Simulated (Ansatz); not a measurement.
**C on the 1x1 (10-10) surface of wurtzite AlN (cut with top plane Al + N), one in a 2x1 cell, started at the site 'top N'**

Host crystal: wurtzite AlN, with a band gap (PBE, scalar-relativistic without spin-orbit coupling).

The numbers are results of PBE (plane waves to 420 eV, PAW; Ansatz, a quantum-chemistry and plane-wave program), not measurements.

Model: 33-atom slab, 8.9 Å thick at the start under the adsorbate (thin: gaps and levels are the slab's own), 3x4x1 mesh, Fermi-Dirac 0.01 eV, dipole correction, 16 atoms held, the rest relaxed; symmetry of the start imposed; spin-polarised, ending with about 2.0 μB a cell; orders that need a larger cell were not tried, no spin-orbit, no U, no dispersion correction. At the end it is bonded to Al + N. In PBE it is, or lies within 0.03 eV of, the lowest of the starts that converged.

| Quantity | Value |
|---|---|
| energy of the end state, in which the adsorbate paired with a surface N atom, against an atom of graphite | 3.43 eV |
| change of the step from the bottom to the top vacuum level, against the clean slab | 0.76 eV |
| energy released by relaxation | 1.91 eV |
| height of the binding atom over the mean of the host atoms within 0.3 Å of the top one | 0.851 Å |
| magnetic moment of the cell | 2.00 μB |
| largest move of a host atom | 0.75 Å |
| note | in the relaxation the adsorbate left its starting site by 0.6 Å |
| cost | roughly 21 core-minutes |

A negative adsorption energy means that the adsorbate is more stable on the surface than in its reference.
